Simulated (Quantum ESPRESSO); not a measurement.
# Sensitivity of a calculation on Co2Si (Pnma, 12 atoms in the cell) to its settings

```xyz
12
Lattice="4.9180 0.0000 0.0000 0.0000 3.7380 0.0000 0.0000 0.0000 7.1090" Properties=species:S:1:pos:R:3 pbc="T T T"
Si     1.4656     2.8035     4.3436
Si     3.4524     0.9345     2.7654
Si     0.9934     0.9345     0.7891
Si     3.9246     2.8035     6.3199
Co     4.7311     2.8035     1.5498
Co     0.1869     0.9345     5.5592
Co     2.6459     0.9345     5.1043
Co     2.2721     2.8035     2.0047
Co     4.0623     2.8035     3.9953
Co     0.8557     0.9345     3.1137
Co     3.3147     0.9345     0.4408
Co     1.6033     2.8035     6.6682
```
Moments meant for the start (each program seeds them in its own way; μB, in the order of the atoms Si Si Si Si Co Co Co Co Co Co Co Co): 0.0 0.0 0.0 0.0 3.0 3.0 3.0 3.0 3.0 3.0 3.0 3.0.

Base run A: Quantum ESPRESSO with PBE, PSlibrary PAW (PBE) pseudopotentials, self-consistent single point.

Its settings: ecutwfc = 50 Ry; ecutrho = 300 Ry; occupations = smearing; smearing = gaussian; degauss = 0.0147 Ry; nspin = 2; potentials = {Si: Si.pbe-n-kjpaw_psl.1.0.0.UPF, Co: Co.pbe-n-kjpaw_psl.1.0.0.UPF}; K_POINTS = automatic 2 3 2 0 0 0; conv_thr = 1e-11 Ry; mixing_beta = 0.5.

The starting cell comes from a database of published, mostly measured structures (it also holds non-ambient and calculated ones), without a prior relaxation at this level. The moments shrank to a small part of their start, a low-spin state that need not be the lowest. In the base run, with a pressure of about -6 GPa the cell is away from its equilibrium volume at this level. Without a gap this mesh is coarse (it stands for a supercell whose shortest vector is 10 Å).

ΔF is the free energy per atom less that of run A. A dash stands where there is no value to compare (another energy zero or no entropy term, no result, no spin, no clean gap, or a mesh too coarse for one). 

```json
[
 {"run": "A", "K_POINTS, nosym": "automatic 2 3 2 0 0 0, default", "ΔF (meV/atom)": "0.00", "pressure (GPa)": "-6.19", "largest force (eV/Å)": "0.225", "size of the net moment (μB/atom)": "0.12", "k-points": "8", "ending": "converged"},
 {"run": "B", "K_POINTS, nosym": "automatic 4 5 3 0 0 0, default", "ΔF (meV/atom)": "-0.53", "pressure (GPa)": "-5.53", "largest force (eV/Å)": "0.260", "size of the net moment (μB/atom)": "0.26", "k-points": "18", "ending": "converged"},
 {"run": "C", "K_POINTS, nosym": "automatic 2 3 2 0 0 0, true", "ΔF (meV/atom)": "–", "pressure (GPa)": "–", "largest force (eV/Å)": "–", "size of the net moment (μB/atom)": "–", "k-points": "8", "ending": "not converged"}
]
```

Run B against A: The free energy is nearly the same (within 1 meV/atom), the pressure goes from -6.19 to -5.53 GPa, the largest force goes from 0.225 to 0.260 eV/Å and the size of the net moment goes from 0.12 to 0.26 μB/atom.

Run C against A: The run ended unconverged after 100 iterations.
